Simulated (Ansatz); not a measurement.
Take SiC (space group P6_3mc, No. 186; a = 3.078 Å, c = 10.077 Å) as the base.

Method: plane-wave PAW DFT at the r2SCAN level (Ansatz, a first-principles code, 500 eV), without spin-orbit coupling, earlier PAW set.

Before the change:

* **Pressure**: 0.00 GPa
* **Valence-band top at Γ**: 0.00, 0.00, -0.05 eV
* **Gap character**: indirect, Γ → M
* **Band gap**: 2.60 eV

The change: the cell is scaled by 1.0261 in all directions, atoms relaxed at fixed cell.

What happens to the pressure, valence-band top at Γ, gap character and band gap?

The pressure (mean of the normal stresses, compression positive) goes from zero to -15.13 GPa; the valence-band top at Γ (three highest levels, from the VBM) remains 0.00, 0.00, -0.05 eV; the gap character remains indirect, Γ → M; the band gap shrinks by 0.042 eV (2.60 eV → 2.55 eV).

The cells carry an imposed strain or load. Stability against distortions was not tested.
